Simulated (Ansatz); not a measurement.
## RuSi, element substitutions

Start from RuSi (space group P2_13, No. 198).

Space group P2₁3 (No. 198); a = 4.7064 Å, b = 4.7064 Å, c = 4.7064 Å, α = 90.00°, β = 90.00°, γ = 90.00°

```json
[
 {"atom": "Ru", "site": "4a", "symmetry": ".3.", "x": "0.1295", "y": "0.1295", "z": "0.1295"},
 {"atom": "Si", "site": "4a", "symmetry": ".3.", "x": "0.8376", "y": "0.8376", "z": "0.8376"}
]
```

Each row replaces one element on all its sites; cell and atoms are relaxed.

Calculations: r2SCAN in Ansatz (plane waves to 500 eV, PAW, scalar-relativistic without spin-orbit coupling), earlier PAW set.

Q: Only one of these changes the space group of the base. Which?
A) Si → Cu
B) Ru → Co
C) Ru → C

A: C, Ru → C. Computed: Si → Cu: P2_13 (No. 198); Ru → C: Fm-3m (No. 225); Ru → Co: P2_13 (No. 198)

No phonon test of stability was made. As relaxed here, CuRu and SiC are hypothetical phases, not in the database extracts checked. Starting moments died away, wholly or in part, for Ru → Co; another magnetic solution may exist. All final runs are without spin polarisation. CuRu has a high density of states at the Fermi level and may be magnetic at this level.

Ansatz is a program for electronic structure.
